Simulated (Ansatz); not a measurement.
Start from Hf in the hcp (Mg type) structure (space group P6_3/mmc, No. 194; relaxed with 0.1 eV smearing).

```yaml
crystal:
  lattice:
    - [3.11736, 0.00000, 0.00000]
    - [-1.55868, 2.69972, 0.00000]
    - [0.00000, 0.00000, 4.95007]
  atoms:
    - { symbol: Hf, position: [0.66667, 0.33333, 0.75000] }
    - { symbol: Hf, position: [0.33333, 0.66667, 0.25000] }
```

Cartesian axes are those of the cell as printed.

Level of theory: LDA (Ansatz, an electronic-structure program), without spin-orbit coupling.

Modification: the cell is compressed by 2.50 % along x with no lateral relaxation; the atoms relax in the strained cell.

Q: Predict the stress tensor and what it implies for the stiffness.

A: Stress of the strained cell less that of the base (GPa, compression positive):
```
    5.0     0.0     0.0
    0.0     2.2     0.0
    0.0     0.0     2.1
```

Then −Δσ_ii/ε with ε = -0.0250 gives secant stiffness values (nonlinear terms included at this strain): C11 ≈ 201 GPa, C12 ≈ 87 GPa and C13 ≈ 83 GPa.

As a check, the harmonic strain energy −½ V₀ Δσ:ε is 8.2 meV/atom; the computed energy rise is 8.0 meV/atom.

Stability against distortions was not tested. All final runs are without spin polarisation.
